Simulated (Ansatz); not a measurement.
Consider Fe$_{2}$O$_{3}$ in the corundum structure (space group R-3c, No. 167; a = 4.7723 Å, c = 13.3106 Å (hexagonal axes); ferromagnetic). Axes: x lies along a and z along c of the hexagonal cell.

Calculations: Ansatz (an electronic-structure program) PBE, no SOC.

Before the change:

- Pressure = 0.0 GPa

The change: tensile biaxial strain of 4.63 % in the plane normal to [001], as in epitaxy on a mismatched substrate; the out-of-plane cell vector and the atoms relax.

**Question.** How does this affect the pressure?

**Answer.** The pressure (mean of the normal stresses, compression positive) goes from zero to -9.9 GPa.

**Question.** Estimate the effect on the energy relative to the base.

**Answer.** The energy rises by 38 meV/atom.

No phonon test of stability was made. No Hubbard U is applied and the magnetic state is the run's own (Fe2O3 ferromagnetic); small cells can't hold the antiferromagnetic order that many such compounds have, so gaps and moments can be off. In its common phase, real Fe2O3 is an antiferromagnetic insulator at low temperature.
